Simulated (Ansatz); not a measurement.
## Effective masses and thermopower of AlAs under load (space group F-43m)

Consider the following.

```yaml
crystal:
  lattice:
    - [0.00000, 2.75941, 2.75941]
    - [2.75941, 0.00000, 2.75941]
    - [2.75941, 2.75941, 0.00000]
  atoms:
    - { symbol: Al, position: [0.00000, 0.00000, 0.00000] }
    - { symbol: As, position: [0.25000, 0.25000, 0.25000] }
```

The numbers are results of PBE with spin-orbit coupling, rigid bands (plane waves, PAW; Ansatz, a program for electronic structure), not measurements. Condition of this run: hydrostatic pressure of 7.2 GPa (compression positive) (the target of the relaxation). Cell: cell and atoms relaxed with PBEsol, then loaded as said.

The band gap is 1.20 eV. The electron conductivity mass (300 K, dilute) comes out as 0.32 mₑ, the hole conductivity mass (300 K, dilute) comes out as 0.57 mₑ and the effective density of states N_c (300 K) comes out as 1.6e19 cm⁻³. The effective density of states N_v (300 K) comes out as 2.5e19 cm⁻³. The density-of-states mass, electrons is 0.74 mₑ, the density-of-states mass, holes is 0.99 mₑ and the Seebeck coefficient, n-type 1e19 cm⁻³, 300 K is -258 μV/K. The best n-type power factor at 300 K for τ = 10 fs (best axis; densities from 1e16 to 1e21 cm⁻³ tried, whether or not they can be reached) comes out as 7.8 μW/(cm·K²) at 3e19 cm⁻³ and the Seebeck coefficient, p-type 1e19 cm⁻³, 300 K is 304 μV/K.

Rigid bands; masses and Seebeck coefficients take one relaxation time τ for all states and one kind of carrier; polarons and phonon drag are left out. Geometry: cell and atoms relaxed with PBEsol.
